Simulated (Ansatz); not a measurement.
Here is the system:

End structure of the (321) surface of bcc Ta in its 1x1 cell, outermost plane spacing 0.89 Å in the ideal cut:

```
CELL_PARAMETERS angstrom
      2.87436     0.00000     0.00000
     -0.95812     7.16992     0.00000
      0.00000     0.00000    26.00000
ATOMIC_POSITIONS crystal
  Ta 0.83029 0.36303 0.32091
  Ta 0.57773 0.70557 0.34853
  Ta 0.34738 0.06929 0.37954
  Ta 0.15270 0.42814 0.41658
  Ta 0.93472 0.78680 0.44824
  Ta 0.71479 0.14088 0.48314
  Ta 0.49950 0.50197 0.51686
  Ta 0.27956 0.85606 0.55176
  Ta 0.06158 0.21472 0.58342
  Ta 0.86691 0.57357 0.62046
  Ta 0.63656 0.93729 0.65147
  Ta 0.38400 0.27983 0.67909
```

Set-up: 12 atoms, 9.8 Å thick at the start (thin: gaps and levels are the slab's own); mesh 13x6x1; 0.1 eV smearing; dipole correction on; all atoms relaxed; symmetry of the start imposed; no spin, no spin-orbit, no U.

Q: Give the surface energy (mean of both faces) at the level PBE run with Ansatz (a quantum-chemistry and plane-wave program).

A: 2.62 J/m²

Q: Estimate the work function of the top face that PBE returns for this input.

A: 4.16 eV
